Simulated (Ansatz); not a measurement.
## How far PBE-D3(BJ) and r2SCAN+rVV10 part for C

The reference is C in the graphite type structure (space group P6_3/mmc, No. 194; a = 2.4650 Å, c = 6.7305 Å; layered, stacked along the Cartesian z axis).

(Cell as relaxed with PBE-D3(BJ).)

Levels (all Ansatz, a first-principles code, PAW): PBE-D3(BJ) (420 eV, without spin-orbit coupling); r2SCAN+rVV10 (500 eV, without spin-orbit coupling).

Each level relaxes its own structure.

```json
[
 {"quantity": "volume per atom", "PBE-D3(BJ)": "8.85 Å³", "r2SCAN+rVV10": "8.71 Å³"},
 {"quantity": "lattice parameter a", "PBE-D3(BJ)": "2.465 Å", "r2SCAN+rVV10": "2.455 Å"},
 {"quantity": "lattice parameter c", "PBE-D3(BJ)": "6.730 Å", "r2SCAN+rVV10": "6.671 Å"},
 {"quantity": "band gap", "PBE-D3(BJ)": "zero", "r2SCAN+rVV10": "zero"}
]
```

PBE-D3(BJ)'s volume per atom lies 0.147 Å³ above r2SCAN+rVV10's (1.7 %); PBE-D3(BJ)'s lattice parameter a lies 0.010 Å above r2SCAN+rVV10's (0.4 %); PBE-D3(BJ)'s lattice parameter c lies 0.0598 Å above r2SCAN+rVV10's (0.9 %); the two agree on the band gap. Neither level is exact; r2SCAN+rVV10 is the comparison here, not a measurement.

Stability against distortions was not tested.
